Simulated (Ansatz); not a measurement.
The starting structures come from a database of crystals and need not be the phases stable at ambient conditions.

By PBEsol, the system below comes out a metal.

Consider the following.

```yaml
crystal:
  lattice:
    - [4.39357, 0.00000, 0.00000]
    - [0.00000, 6.21345, 0.00000]
    - [2.19679, 3.10672, 2.19679]
  atoms:
    - { symbol: Li, position: [0.50000, 0.25000, 0.00000] }
    - { symbol: Li, position: [0.50000, 0.75000, 0.00000] }
    - { symbol: Li, position: [0.00000, 0.50000, 0.00000] }
    - { symbol: Au, position: [0.00000, 0.00000, 0.00000] }
```

Space group of this cell: Fm-3m. The cell is taken as given.

The current flows along the normal of the first two printed cell vectors, the (110) plane of the conventional cell. No spin-orbit coupling; the value is a mean over 0.1 eV about the Fermi level.

Problem. Compute, with PBEsol (Ansatz, a quantum-chemistry and plane-wave program), the ballistic conductance per area.

Solution. 0.58 × 10¹⁵ S/m² for both spins.
